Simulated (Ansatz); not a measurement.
# Be: strain along the normal

Be (hcp, P6_3/mmc, 7.907 Å³/atom at rest, c along z) under an equal strain ε in the (0001) plane with the normal axis free, as in a coherent film. PBE in Ansatz, a plane-wave DFT program (PAW, default set), 420 eV, 29×29×16 Γ-centred mesh, Fermi-Dirac smearing 0.10 eV; ions are relaxed within the symmetry of each cell.

Here s stands for strain and y for normal strain.

| strain (%) | normal strain (%) |
|---|---|
| -1.50 | 0.07 |
| -1.00 | 0.05 |
| -0.50 | 0.03 |
| 0.00 | 0.00 |
| 0.50 | -0.03 |
| 1.00 | -0.07 |
| 1.50 | -0.11 |
| 3.00 | ? |

Using a straight line, estimate the missing y at s = 3.00 from the other rows, showing the fit.

Means: s 0, y -0.009. About the means, the sum of products is -0.42000 and the sum of squares of s is 7.0000; the slope is their ratio. Least squares gives y = -0.009 - 0.0600·s. Residuals (row less fit): -0.011, -0.001, 0.009, 0.009, 0.009, -0.001, -0.011; standard error 0.010 (degrees of freedom: 5). The slope, -0.06 ± 0.00, is the elastic response of the normal axis, −2C13/C33. At the withheld row, y = -0.009 - 0.0600 × 3.0 = -0.189%. The calculation gives -0.26%, 0.071% below the prediction (21.5 % of the range of y in the table). The row lies outside the fitted rows, so this is an extrapolation. From the scatter of the fitted rows alone, a prediction at this place has a standard error of 0.015%, so the miss is 4.7 times that.

One order more, fitted to all 13 runs of the series, follows each within 0.01, so the miss is the next term of a smooth law. In a metal these values are sensitive to mesh and smearing; energies are taken to zero smearing, stresses follow the free energy. Rows are the converged runs of the series near zero and its far end; series whose fitted rows scatter by over a few per cent of the range, as at a crossing or softening among them, aren't shown in this form. Most that stay on the fit to the last digits aren't either.
